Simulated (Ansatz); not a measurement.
Start from GaP in the zinc blende structure (space group F-43m, No. 216; a = 5.452 Å).

Levels (all Ansatz, a quantum-chemistry and plane-wave program, PAW, earlier PAW set): r2SCAN (500 eV, no SOC); HSE06 (420 eV, no SOC).

The geometry is relaxed with r2SCAN.

| Quantity | Value |
|---|---|
| r2SCAN band gap | 1.85 eV |

Question: Predict the band gap from HSE06.

Answer: The band gap rises by 0.41 eV (1.85 eV → 2.26 eV).

Single points use the geometry relaxed with r2SCAN. HSE06 gaps are upper bounds (no full band path). No phonon test of stability was made.
